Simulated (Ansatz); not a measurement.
System: interstitial H in monoclinic HfO2 with all lengths changed by -1 % (charge state +1). These are PBE, PAW (plane waves to 420 eV; Ansatz, an electronic-structure program) values and carry that method's errors.

96-site cell at the strained lattice (strain from the relaxed PBE one, atoms relaxed), the Γ point alone, smearing 0.01 eV, spin-restricted, no finite-size correction. Static, classical nuclei. Spin-orbit coupling is left out. The charge state is imposed; whether it is stable for some Fermi level was not computed. Sites that were not tried may lie lower. The start lies 0.085 eV above the lowest site run (PBE).

Barriers: single points on a 2×2×2 k-point mesh shifted by half a step at the bands' geometries.

Relaxed starting cell (atoms counted from 1):

```
CELL_PARAMETERS angstrom
     10.21982     0.00000     0.00000
      0.00000    10.31978     0.00000
     -1.77863     0.00000    10.44754
ATOMIC_POSITIONS crystal
  Hf 0.13857 0.22865 0.35553
  Hf 0.13923 0.22907 0.85413
  Hf 0.13700 0.72778 0.35534
  Hf 0.13807 0.72900 0.85346
  Hf 0.63773 0.22796 0.35391
  Hf 0.63759 0.22742 0.85298
  Hf 0.63947 0.73099 0.35899
  Hf 0.63835 0.72926 0.85254
  Hf 0.36138 0.27116 0.14711
  Hf 0.36060 0.27080 0.64743
  Hf 0.34961 0.77977 0.14437
  Hf 0.36118 0.77056 0.64589
  Hf 0.86273 0.26892 0.14659
  Hf 0.86146 0.27028 0.64544
  Hf 0.86178 0.77152 0.14575
  Hf 0.86167 0.77119 0.64681
  Hf 0.35948 0.47749 0.39908
  Hf 0.36177 0.48010 0.89691
  Hf 0.36139 0.97924 0.39705
  Hf 0.36132 0.97866 0.89508
  Hf 0.86043 0.47820 0.39551
  Hf 0.86368 0.47865 0.89339
  Hf 0.86153 0.97868 0.39629
  Hf 0.86094 0.97886 0.89592
  Hf 0.13617 0.02422 0.10335
  Hf 0.13800 0.02063 0.60414
  Hf 0.13758 0.52032 0.10433
  Hf 0.13727 0.52046 0.60506
  Hf 0.63812 0.02019 0.10383
  Hf 0.63796 0.02135 0.60444
  Hf 0.64847 0.51335 0.09774
  Hf 0.63820 0.52012 0.60376
  O  0.03559 0.08015 0.41994
  O  0.03439 0.08312 0.92090
  O  0.03411 0.58094 0.42030
  O  0.03697 0.58027 0.91982
  O  0.53469 0.08271 0.42185
  O  0.53473 0.08156 0.92170
  O  0.53364 0.58285 0.42052
  O  0.53659 0.58343 0.92321
  O  0.46592 0.42162 0.08313
  O  0.46427 0.41689 0.57983
  O  0.46588 0.91152 0.07736
  O  0.46482 0.91645 0.57800
  O  0.96271 0.41886 0.07959
  O  0.96249 0.41901 0.57921
  O  0.96304 0.91980 0.08038
  O  0.96357 0.91850 0.57967
  O  0.46455 0.33309 0.32938
  O  0.46474 0.33286 0.83098
  O  0.46363 0.83344 0.32544
  O  0.46459 0.83256 0.82768
  O  0.96352 0.33043 0.33059
  O  0.96496 0.33118 0.82881
  O  0.96191 0.82950 0.33003
  O  0.96391 0.83134 0.83014
  O  0.03612 0.16986 0.17141
  O  0.03620 0.16856 0.67036
  O  0.03615 0.66875 0.17070
  O  0.03552 0.66853 0.67087
  O  0.53430 0.16653 0.17083
  O  0.53405 0.16675 0.67217
  O  0.52129 0.65281 0.17489
  O  0.53500 0.66683 0.67074
  O  0.22164 0.37011 0.49194
  O  0.22457 0.37175 0.99132
  O  0.22259 0.87017 0.48994
  O  0.21990 0.87387 0.98975
  O  0.72205 0.37097 0.48873
  O  0.72369 0.37037 0.98861
  O  0.72215 0.87108 0.49084
  O  0.72271 0.87034 0.99000
  O  0.27726 0.12911 0.01036
  O  0.27683 0.12863 0.51070
  O  0.27625 0.63177 0.01100
  O  0.27528 0.62786 0.51058
  O  0.77603 0.12878 0.00986
  O  0.77656 0.12851 0.50964
  O  0.77953 0.62894 0.00864
  O  0.77638 0.62963 0.50918
  O  0.27703 0.12154 0.26034
  O  0.27707 0.12076 0.76042
  O  0.27861 0.62096 0.26007
  O  0.27718 0.62082 0.76082
  O  0.77651 0.11873 0.25937
  O  0.77664 0.12072 0.75968
  O  0.76920 0.62059 0.25645
  O  0.77700 0.62042 0.75893
  O  0.22205 0.37916 0.24156
  O  0.22281 0.37924 0.74130
  O  0.21893 0.88079 0.24019
  O  0.22272 0.87874 0.74028
  O  0.72375 0.37654 0.23869
  O  0.72290 0.37814 0.73939
  O  0.71921 0.87540 0.23936
  O  0.72273 0.87891 0.73998
  H  0.46671 0.57965 0.19535
```
Cell charge +1.

End state 1 differs by these moves (Å; atoms that move under 0.08 Å are left out):

```csv
atom,element,Δx,Δy,Δz
5,Hf,0.12,-0.08,0.02
11,Hf,0.12,-0.08,0.02
17,Hf,-0.09,0.09,0.03
31,Hf,-0.09,0.09,0.03
49,O,0.15,0.14,-0.05
63,O,0.15,0.14,-0.05
87,O,0.08,0.00,0.02
89,O,0.08,0.00,0.02
97,H,0.48,-1.65,1.14
```

Question: What forward and backward barriers to end state 1 does PBE, PAW give?

Answer: forward 1.04 eV, backward 1.04 eV; at the saddle point atom 97 has neighbours 2 O at 1.29 Å. The saddle point's order was not checked, and it lies on a symmetry element of the cell, where a band can be held.
